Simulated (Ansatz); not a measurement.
Reference: LuZn (Pm-3m), PBEsol, DFPT electron-phonon coupling, linearised Boltzmann equation (plane waves, PAW, scalar-relativistic; Ansatz, an electronic-structure program); geometry: relaxed with this functional, without spin-orbit coupling.

Space group Pm-3m (No. 221); a = b = c = 3.4318 Å, α = β = γ = 90.00°

```csv
atom,site,symmetry,x,y,z
Lu,1a,m-3m,0.0000,0.0000,0.0000
Zn,1b,m-3m,0.5000,0.5000,0.5000
```

The resistivity at 300 K comes out as 30 μΩ·cm.

Replace Lu by Sc on the same sites and relax. What happens?

ScZn (Pm-3m): volume per atom 20.2 to 18.0 Å³; resistivity at 300 K stays about the same (30 μΩ·cm to 26 μΩ·cm).

Swap Lu for Y, keeping the structure type. How do these values move?

YZn (Pm-3m): volume per atom 20.2 to 21.8 Å³; resistivity at 300 K rises (30 μΩ·cm to 67 μΩ·cm).

Replace Zn by Hg on the same sites and relax. What happens?

LuHg (Pm-3m): volume per atom 20.2 to 23.1 Å³; resistivity at 300 K falls (30 μΩ·cm to 25 μΩ·cm).

Moves up to 13 % count as about the same. Metals; harmonic phonons alone scatter; means over directions. Halving the electron mesh moves these values by up to 9 %; q meshes are mostly untested. Spin-orbit coupling is left out.

Formula and space group known from diffraction (Crystallography Open Database), not checked to be the room-temperature form: LuHg (Pm-3m), LuZn (Pm-3m), ScZn (Pm-3m), YZn (Pm-3m). The missing spin-orbit coupling matters most for LuHg (Pm-3m), LuZn (Pm-3m).
